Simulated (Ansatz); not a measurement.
GeSiC2 (model structure, started from the AlGaN2 type, P-4m2, No. 115, 4 atoms in the cell), treated with LDA (plane waves, PAW; Ansatz, a first-principles code).

Settings: plane-wave cutoff 520 eV, 10×10×8 k mesh (along the axes of the cell as run), Fermi–Dirac smearing 0.01 eV, scalar-relativistic PAW data made under PBE.

Cell (relaxed with PBEsol):

```
C2GeSi
1.0
    3.15581     0.00000     0.00000
    0.00000     3.15581     0.00000
    0.00000     0.00000     4.45313
Ge Si C
1 1 2
Direct
  0.50000   0.50000   0.50000
  0.00000   0.00000   0.00000
  0.50000   0.00000   0.76364
  0.00000   0.50000   0.23636
```

Problem. What does this level give for the band gap and smallest direct gap on the k points sampled?

Solution. 
- band gap: 1.45 eV (indirect)
- smallest direct gap on the k points sampled: 1.81 eV

Note: the relaxation could raise the start's symmetry but not lower it, so the cell can be a saddle point; cell and atoms aren't relaxed at this level (largest force component 0.04 eV/Å, pressure -4.3 GPa).

Spin–orbit coupling is not included.

The computed numbers hold no vibrational or temperature effects.

Computing time: around 22 core-seconds (rough).

A model structure was made by putting elements into a prototype or built by hand; it is no filed structure, need not be a known phase, and can be a saddle point held by its symmetry.
